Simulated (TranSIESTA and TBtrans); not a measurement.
Run with TranSIESTA and TBtrans (open boundaries, self-consistent; PseudoDojo norm-conserving potentials, scalar-relativistic): PAO.BasisSize DZP, PAO.EnergyShift 0.15 eV, XC.Authors PBE, Mesh.Cutoff 150 Ry, ElectronicTemperature 300 K, TS.Voltage 0.0 eV, TBT.Elecs.Eta 0.001 eV, no spin polarisation.

Junction: anthraquinone-2,6-diyl held by thiolate S between two Cu chains. Leads: straight Cu chain, spacing 2.3 Å. Geometry: 26 atoms about the centre moved by SIESTA (PBE, SZP) to a largest force of 0.04 eV/Å, all others as built. Transport runs along z; the first 6 and the last 6 of the 42 atoms are the lead cells, repeated to infinity.

```xyz
42
Lattice="13.858 0.000 0.000 0.000 13.858 0.000 0.000 0.000 51.189" Properties=species:S:1:pos:R:3 pbc="F F T"
Cu     6.929     6.929     0.000
Cu     6.929     6.929     2.300
Cu     6.929     6.929     4.600
Cu     6.929     6.929     6.900
Cu     6.929     6.929     9.200
Cu     6.929     6.929    11.500
Cu     6.929     6.929    13.800
Cu     6.929     6.929    16.100
Cu     6.880     6.860    18.359
S      5.006     6.458    19.164
C      5.733     6.229    20.820
C      6.167     4.906    21.274
C      6.704     4.700    22.582
C      6.820     5.800    23.504
C      7.431     5.543    24.869
O      7.858     4.397    25.228
C      7.507     6.750    25.801
C      8.046     6.543    27.113
C      8.129     7.629    28.076
S      8.857     7.402    29.731
C      7.694     8.953    27.621
C      7.156     9.157    26.313
C      7.041     8.056    25.394
C      6.427     8.313    24.031
O      5.997     9.459    23.680
C      6.353     7.106    23.097
C      5.814     7.315    21.785
H      6.056     4.021    20.532
H      7.081     3.682    22.998
H      8.397     5.453    27.322
H      7.803     9.838    28.363
H      6.777    10.173    25.893
H      5.461     8.404    21.577
Cu     6.980     6.998    30.527
Cu     6.929     6.929    32.789
Cu     6.929     6.929    35.089
Cu     6.929     6.929    37.389
Cu     6.929     6.929    39.689
Cu     6.929     6.929    41.989
Cu     6.929     6.929    44.289
Cu     6.929     6.929    46.589
Cu     6.929     6.929    48.889
```

Predict: conductance at 300 K (G0 = 2e²/h); thermopower (μV/K); mean T from −0.5 to 0.5 eV.

conductance at 300 K (G0 = 2e²/h): 0.0039; thermopower (μV/K): 46; mean T from −0.5 to 0.5 eV: 0.0060. The leads' channel count changes near -0.01 eV, within the thermal window, so values at the Fermi level hang on where that band edge falls. The leads are straight chains one atom wide, held at their spacing: model electrodes, not surfaces. Semilocal functionals put molecular levels too close to the Fermi level and tend to overestimate such conductances.
